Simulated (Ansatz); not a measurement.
Given:

Host crystal: anatase TiO2, with a band gap (PBE, scalar-relativistic without spin-orbit coupling).

End structure of CH3 on the 1x1 (101) surface of anatase TiO2 (cut with top plane O), one in a 2x1 cell, started at the site 'top O':

```
CELL_PARAMETERS angstrom
      7.59752     0.00000     0.00000
      1.89938     5.20899     0.00000
      0.00000     0.00000    28.50000
ATOMIC_POSITIONS crystal
  O  0.14089 0.43645 0.33526
  O  0.64089 0.43645 0.33526
  Ti 0.06428 0.74287 0.36727
  Ti 0.56428 0.74287 0.36727
  O  0.28898 0.84409 0.35911
  O  0.78898 0.84409 0.35911
  O  0.46828 0.12690 0.38395
  O  0.96828 0.12690 0.38395
  Ti 0.19890 0.20438 0.38398
  Ti 0.69890 0.20438 0.38398
  O  0.11103 0.55589 0.41952
  O  0.61103 0.55589 0.41952
  O  0.21927 0.12291 0.45736
  O  0.71927 0.12291 0.45736
  Ti 0.13234 0.46353 0.48786
  Ti 0.63654 0.45803 0.48916
  O  0.36534 0.53870 0.49170
  O  0.86567 0.53709 0.49163
  O  0.04232 0.83027 0.50866
  O  0.54228 0.83036 0.50916
  Ti 0.27487 0.90403 0.50926
  Ti 0.77215 0.91045 0.51023
  O  0.18752 0.24860 0.54352
  O  0.68967 0.24436 0.54339
  O  0.29495 0.81190 0.58147
  O  0.79845 0.80852 0.58076
  Ti 0.20334 0.17721 0.60925
  Ti 0.71412 0.15785 0.61446
  O  0.44090 0.23770 0.61750
  O  0.94369 0.23052 0.61815
  O  0.12123 0.51838 0.64071
  O  0.62008 0.51922 0.64090
  Ti 0.34998 0.60646 0.63121
  Ti 0.84273 0.62357 0.63328
  O  0.27656 0.91790 0.66849
  O  0.76783 0.92421 0.66545
  C  0.32098 0.98428 0.71410
  H  0.46419 0.99073 0.71461
  H  0.22086 0.17311 0.72406
  H  0.31027 0.84183 0.73979
```

Set-up: 40 atoms, 9.4 Å thick at the start under the adsorbate (thin: gaps and levels are the slab's own); mesh 3x4x1; 0.01 eV smearing; dipole correction on; 14 atoms held, the rest relaxed; no symmetry held; spin-polarised, ending with about 0.5 μB a cell, a value that depends on the mesh; orders that need a larger cell were not tried, no spin-orbit, no U, no dispersion correction. The slab shows no gap over 0.04 eV on its mesh. At the end it is bonded to O. In PBE it is, or lies within 0.03 eV of, the lowest of the starts that converged.

A negative adsorption energy means that the adsorbate is more stable on the surface than in its reference.

Question: What is the computed change of the step from the bottom to the top vacuum level, against the clean slab (PBE run with Ansatz, an electronic-structure program)?

Answer: -1.72 eV

Question: Give the adsorption energy against CH4(g) − ½ H2(g) at the level PBE.

Answer: 1.49 eV

Question: What work function of the top face does PBE give?

Answer: 3.09 eV
